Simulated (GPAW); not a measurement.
# Input and output of a self-consistent single point for HfPd (Pm-3m, 2 atoms in the cell) (GPAW)

Level of theory: PBEsol, GPAW PAW datasets PBEsol (made by gpaw-setup) (plane waves; GPAW).

Input as run:

```python
from ase import Atoms
from ase.units import GPa
from gpaw import GPAW, PW

atoms = Atoms(['Hf', 'Pd'],
              cell=[[3.305580, 0.000000, 0.000000],
                    [0.000000, 3.305580, 0.000000],
                    [0.000000, 0.000000, 3.305580]],
              scaled_positions=[[0.000000, 0.000000, 0.000000],
                                [0.500000, 0.500000, 0.500000]],
              pbc=True)

calc = GPAW(mode=PW(550),
            xc='PBEsol',
            kpts={'size': (10, 10, 10), 'gamma': True},
            occupations={'name': 'methfessel-paxton', 'width': 0.2, 'order': 0},
            nbands=-10,
            symmetry={'symmorphic': False, 'tolerance': 0.0005},
            maxiter=150,
            txt='-')

atoms.calc = calc

energy = atoms.get_potential_energy()
print('Energy (eV):', round(energy, 6))
forces = atoms.get_forces()
print('Forces (eV/Ang):')
print(forces.round(5))
stress = atoms.get_stress()
print('Stress (GPa, Voigt):', (stress / GPa).round(4))
```

The program printed (abridged):

```
Input parameters:
  kpts: {gamma: True,
         size: (10, 10, 10)}
  maxiter: 150
  mode: {ecut: 550.0,
         name: pw}
  nbands: -10
  occupations: {name: methfessel-paxton,
                order: 0,
                width: 0.2}
  symmetry: {symmorphic: False,
             tolerance: 0.0005}
  xc: PBEsol

species:
  Hf:
    name: Hafnium
    Z: 72.0
    valence: 12
    core: 60
    charge: 0.0
    file: Hf.PBEsol.gz

    # Using partial waves for Hf as LCAO basis

  Pd:
    name: Palladium
    Z: 46.0
    valence: 16
    core: 30
    charge: 0.0
    file: Pd.PBEsol.gz

    # Using partial waves for Pd as LCAO basis

Reference energy: -546922.975503  # eV

Spin-paired calculation

Convergence criteria:
 Maximum [total energy] change in last 3 cyles: 0.0005 eV / valence electron
 Maximum integral of absolute [dens]ity change: 0.0001 electrons / valence electron
 Maximum integral of absolute [eigenst]ate change: 4e-08 eV^2 / valence electron
 Maximum number of scf [iter]ations: 150

Symmetries present (total): 48
Symmetries with fractional translations: 0
1000 k-points: 10 x 10 x 10 Monkhorst-Pack grid + [1/20,1/20,1/20]
56 k-points in the irreducible part of the Brillouin zone
       k-points in crystal coordinates                weights
   0:     0.00000000    0.00000000    0.00000000          1/1000
   1:     0.10000000    0.00000000    0.00000000          6/1000
   2:     0.10000000    0.10000000    0.00000000         12/1000
   [... 7 lines left out ...]
          ...
  55:     0.50000000    0.50000000    0.50000000          1/1000

Wave functions: Plane wave expansion
  Cutoff energy: 550.000 eV
  Number of coefficients (min, max): 1021, 1082
  Pulay-stress correction: 0.000000 eV/Ang^3 (de/decut=0.000000)

Occupation numbers: Methfessel-Paxton:
  width: 0.2000  # eV
  order: 0

Eigensolver

Densities:
  Coarse grid: 18*18*18 grid
  Fine grid: 36*36*36 grid
  Total Charge: 0.000000

Density mixing:
  Method: separate
  Backend: pulay
  Linear mixing parameter: 0.05
  old densities: 5
  Damping of long wavelength oscillations: 50

Hamiltonian:
  XC and Coulomb potentials evaluated on a 36*36*36 grid
  External potential:
    NoExternalPotential

XC parameters: PBEsol with 2 nearest neighbor stencil

Number of atoms: 2
Number of atomic orbitals: 25
Number of bands in calculation: 24
Number of valence electrons: 28
Bands to converge: occupied

Density initialized from atomic densities
  24 bands from LCAO basis set

Atomic positions and initial magnetic moments

Positions:
   0 Hf     0.000000    0.000000    0.000000    ( 0.0000,  0.0000,  0.0000)
   1 Pd     1.652790    1.652790    1.652790    ( 0.0000,  0.0000,  0.0000)

Unit cell:
           periodic     x           y           z      points  spacing
  1. axis:    yes    3.305580    0.000000    0.000000    18     0.1836
  2. axis:    yes    0.000000    3.305580    0.000000    18     0.1836
  3. axis:    yes    0.000000    0.000000    3.305580    18     0.1836

  Lengths:   3.305580   3.305580   3.305580
  Angles:   90.000000  90.000000  90.000000

Effective grid spacing dv^(1/3) = 0.1836

     iter     time        total  log10-change:
                         energy   eigst   dens
iter:   1 --:--:--   -17.846640
iter:   2 --:--:--   -15.735053   -1.44  -1.03
iter:   3 --:--:--   -14.377918   -1.30  -1.20
iter:   4 --:--:--   -14.270448   -1.17  -1.39
iter:   5 --:--:--   -14.132589   -1.83  -1.61
iter:   6 --:--:--   -14.271813   -1.39  -1.82
iter:   7 --:--:--   -14.023761   -2.92  -1.67
iter:   8 --:--:--   -13.926458   -2.46  -1.96
iter:   9 --:--:--   -13.927595   -3.00  -2.80
iter:  10 --:--:--   -13.926744c  -4.30  -2.61
iter:  11 --:--:--   -13.923783c  -3.96  -2.68
iter:  12 --:--:--   -13.923777c  -5.27  -3.71
iter:  13 --:--:--   -13.923799c  -5.83  -3.95
iter:  14 --:--:--   -13.923790c  -6.51  -4.07c
iter:  15 --:--:--   -13.923796c  -6.77  -4.11c
iter:  16 --:--:--   -13.923803c  -6.83  -4.08c
iter:  17 --:--:--   -13.923807c  -7.60c -4.02c

Converged after 17 iterations.

Dipole moment: (-0.000000, -0.000000, -0.000000) |e|*Ang

Energy contributions relative to reference atoms: (reference = -546922.975503)

Kinetic:         -2.907939
Potential:       -3.284338
External:        +0.000000
XC:              -7.178802
Entropy (-ST):   -0.032330
Local:           -0.536562
SIC:             +0.000000
--------------------------
Free energy:    -13.939972
Extrapolated:   -13.923807

Showing only first 2 kpts
 Kpt  Band  Eigenvalues  Occupancy
  0    12      7.34520    2.00000
  0    13     11.34968    0.00000
  0    14     11.34968    0.00000
  0    15     15.07133    0.00000

  1    12      7.37644    2.00000
  1    13     11.21082    0.00007
  1    14     11.39136    0.00000
  1    15     14.41259    0.00000

Fermi level: 10.64933

No gap
No difference between direct/indirect transitions
Energy (eV): -13.923807

Forces in eV/Ang:
  0 Hf    0.00000   -0.00000    0.00000
  1 Pd    0.00000    0.00000    0.00000

Stress tensor:
     0.017771     0.000000     0.000000
     0.000000     0.017771     0.000000
     0.000000     0.000000     0.017771
Stress (GPa, Voigt): [2.8472 2.8472 2.8472 0.     0.     0.    ]
```

The run converged in 17 iterations. GPAW prints stress with tension positive.

The starting cell comes from a database of computed structures (which also holds hypothetical and non-ambient phases and stackings), without a prior relaxation at this level. Spin-orbit coupling is off. Spin polarisation is off.
